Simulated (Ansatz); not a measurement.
The starting structures come from a database of crystals and need not be the phases stable at ambient conditions.

By PBEsol, the system below comes out a metal.

The ballistic (Sharvin) conductance counts the channels at the Fermi level: G/A = (e²/h) × channels of both spins per area.

Given:

```
RuTi
1.0
    3.13096     0.00000     0.00000
    0.00000     3.13096     0.00000
    0.00000     0.00000     3.13096
Ti Ru
1 1
Direct
  0.00000   0.00000   0.00000
  0.50000   0.50000   0.50000
```

Space group of this cell: Pm-3m, CsCl type. The cell is strained (all lengths scaled by 1.02); by PBEsol its mean pressure is -16.2 GPa.

The current flows along the normal of the first two printed cell vectors, the (001) plane of the conventional cell. No spin-orbit coupling; the value is a mean over 0.1 eV about the Fermi level.

Give the ballistic conductance per area that PBEsol (Ansatz, a first-principles code) yields.

0.44 × 10¹⁵ S/m² for both spins.
